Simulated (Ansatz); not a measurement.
**Fluorite PbF2 (high-temperature phase): polycrystal shear modulus by level of theory**

No measured value is used here.

```json
[
 {"level (code)": "LDA (Ansatz)", "value (GPa)": "25.3", "cell (Å³/atom)": "16.36"},
 {"level (code)": "PBE (Ansatz)", "value (GPa)": "22.6", "cell (Å³/atom)": "18.01"},
 {"level (code)": "r²SCAN (Ansatz)", "value (GPa)": "24.6", "cell (Å³/atom)": "17.30"},
 {"level (code)": "B3LYP (VWN-RPA form) (Ansatz)", "value (GPa)": "24.3", "cell (Å³/atom)": "18.03"},
 {"level (code)": "Hartree–Fock (Ansatz)", "value (GPa)": "25.3", "cell (Å³/atom)": "18.46"}
]
```

Density-functional levels without +SOC have no spin–orbit coupling. Each level is taken at its own relaxed cell. Cutoffs and k meshes differ between the levels. Ansatz's density-functional and Hartree–Fock values are scalar-relativistic unless marked +SOC, with PAW data made under PBE.

Ansatz is an electronic-structure program.
